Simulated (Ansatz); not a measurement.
CdTe under load (space group Imm2), r2SCAN with spin-orbit coupling, rigid bands (Ansatz, a quantum-chemistry and plane-wave program). Condition of this run: uniaxial stress along [110] of -1.5 GPa (compression positive) (the target of the relaxation). Band gap 0.89 eV, N_c = 7.09e17 cm⁻³ and N_v = 5.91e18 cm⁻³ at 300 K, conductivity masses along z (a = (0.06, 3.31, 3.16) Å; b = (3.31, 0.06, 3.16) Å; c = (3.37, 3.37, 0.00) Å) of 0.0961 mₑ (electrons) and 0.337 mₑ (holes). Take k_BT = 0.02585 eV.

**Question.** What thermal injection velocity √(2k_BT/πm) limits a ballistic channel along the direction named?

**Answer.** 1.74e7 cm/s for electrons and 9.27e6 cm/s for holes, a ratio of √(m_h/m_e) = 1.87, for dilute carriers.

**Question.** A film of it is 8 nm thick, with its normal along the direction named. Estimate the confinement energies in an infinite well.

**Answer.** ħ²π²/(2m t²) = 0.376 eV·nm²/(m/mₑ × t²) gives 61.1 meV for electrons and 17.4 meV for holes, so the gap would widen to about 0.97 eV. Finite barriers and nonparabolic bands lower this, and with several valleys or bands the heaviest mass along the normal sets the lowest level, not this average.

**Question.** What built-in voltage has an abrupt junction with N_A = 1e16 and N_D = 1e17 cm⁻³, all dopants ionised?

**Answer.** V_bi = E_g/e − (k_BT/e) ln(N_c N_v/(N_A N_D)) = 0.89 − 0.02585 × 8.34 = 0.67 V, for the computed gap.

Rigid bands with the computed gap; masses take one relaxation time for all states. Geometry: cell and atoms relaxed with PBEsol.
